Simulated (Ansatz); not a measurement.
## Hypothetical CdI2 type CeO2: isotropic strain −0.33 %

Start from CeO$_{2}$ in the CdI2 type structure (space group P-3m1, No. 164; a = 3.568 Å, c = 4.332 Å; a hypothetical phase, not in the database extracts checked).

It is then changed as follows: the cell is scaled by 0.9967 in all directions, atoms relaxed at fixed cell.

Calculations: PBEsol-D3(BJ) (Ansatz, a quantum-chemistry and plane-wave program), without spin-orbit coupling, earlier PAW set. Settings: 11×11×8 k-points, 0.05 eV Fermi–Dirac smearing.

The volume per atom falls by 0.16 Å³ to 15.76 Å³ and the space group is still P-3m1 (No. 164). The shortest interatomic distance falls by 0.004 Å, from 2.245 Å to 2.241 Å and the energy rises by 0.5 meV/atom. The pressure (mean of the normal stresses, compression positive) goes from zero to 1.00 GPa and the band gap increases by 0.02 eV (2.27 eV → 2.29 eV). The gap character stays indirect, k = (0, 0.364, -1/2) in the run's primitive reciprocal basis → A and the width of the top valence band rises by 0.02 eV (0.62 eV → 0.64 eV). The valley order (the lowest conduction-band minima on the path, energy above the VBM, named in the base's zone) goes from A (0, 0, 1/2) 2.27 eV; M (1/2, 0, 0) 2.41 eV to A (0, 0, 1/2) 2.29 eV; M (1/2, 0, 0) 2.43 eV.

Final structure:

```yaml
crystal:
  lattice:
    - [3.55638, 0.00000, 0.00000]
    - [-1.77819, 3.07991, 0.00000]
    - [0.00000, 0.00000, 4.31736]
  atoms:
    - { symbol: Ce, position: [0.00000, 0.00000, 0.00000] }
    - { symbol: O, position: [0.66667, 0.33333, 0.20800] }
    - { symbol: O, position: [0.33333, 0.66667, 0.79200] }
```

No phonon test of stability was made. Starting moments died away, wholly or in part, for the base; another magnetic solution may exist. All final runs are without spin polarisation.
